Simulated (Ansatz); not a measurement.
The reference is GaP in the zinc blende structure (space group F-43m, No. 216; a = 5.506 Å).

One thing is altered: a hydrostatic pressure of 9 GPa.

Levels (all Ansatz, a quantum-chemistry and plane-wave program, PAW): PBE (420 eV, scalar-relativistic without spin-orbit coupling); r2SCAN (500 eV, scalar-relativistic without spin-orbit coupling); HSE06 (420 eV, no spin-orbit coupling); PBE+SOC (420 eV, noncollinear with spin-orbit coupling).

One geometry, relaxed with PBE, under each level:

Notes on the quantities. hole mass: degenerate bands, along [100].

The valence-band top lists the three highest levels at Γ (Kramers pairs under SOC), from the VBM.

```csv
level,band gap,lowest conduction level above the VBM at special points,valence-band top at Γ,electron mass,hole mass,pressure
PBE,1.47 eV,X 1.51 eV; L 1.87 eV; K 2.12 eV; U 2.12 eV,"0.00, 0.00, 0.00 eV","1.2 mₑ along k, 0.22 mₑ across (off the special points)","0.13, 0.35, 0.35 mₑ (at Γ)",8.99 GPa
r2SCAN,1.73 eV,X 1.77 eV; L 2.25 eV; K 2.40 eV; U 2.40 eV,–,"1.2 mₑ along k, 0.22 mₑ across (off the special points)","0.15, 0.34, 0.34 mₑ (at Γ)",6.54 GPa
HSE06,2.13 eV,X 2.15 eV; L 2.73 eV; K 2.84 eV; Γ 3.38 eV,–,–,–,–
PBE+SOC,1.44 eV,X 1.48 eV; L 1.84 eV; K 2.08 eV; U 2.08 eV,"0.00, 0.00, -0.09 eV","1.2 mₑ along k, 0.22 mₑ across (off the special points)","0.17, 0.35 mₑ (at Γ)",8.98 GPa
```

Single points use the geometry relaxed with PBE. Their cutoffs differ, which shifts pressures a little. HSE06 was sampled on its mesh, a few special points and the semilocal edge points, so its gap is an upper bound. The spin-orbit shifts are approximate. Load acts through the strain it causes; cell and atoms are relaxed under it. Effective masses come from finite differences of ±0.01 Å⁻¹. Along k means along the line from Γ to the band edge. No phonon test of stability was made. Tetrahedral semiconductors of this kind turn to denser phases somewhere between about 1 and 50 GPa; those were not computed, so compressed cells here can lie past the real transition.
